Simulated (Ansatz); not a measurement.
**ZnS, response to strain**

Start from ZnS in the wurtzite structure (space group P6_3mc, No. 186).

```xyz
4
Lattice="3.7383 0.0000 0.0000 -1.8691 3.2374 0.0000 0.0000 0.0000 6.1429" Properties=species:S:1:pos:R:3 pbc="T T T"
Zn     0.0000     2.1583     0.0036
Zn     1.8691     1.0791     3.0751
S      0.0000     2.1583     2.2999
S      1.8691     1.0791     5.3714
```

Strains are applied to the cell and any free atomic positions relax.

Calculations: LDA (Ansatz, a quantum-chemistry and plane-wave program), no SOC.

Notes on the quantities. pressure: mean of the normal stresses, compression positive.

```
isotropic strain (%)  pressure (GPa)
--------------------  --------------
0                                0.0
0.6                             -1.5
1.2                             -2.8
1.8                             -4.1
2.4                                ?
3                               -6.3
```

### Question
Fit P = P₀ − Bδ + Cδ² with δ = (1 + ε)³ − 1 to the rows shown and predict the withheld row.

### Answer
Least squares on the printed values gives P₀ = 0.0 GPa, B = 83.5 GPa (at held cell shape), C = 170 GPa (largest residual 0.0 GPa); this predicts -5.2 GPa, and the run gives -5.2 GPa, in agreement.

No phonon test of stability was made.
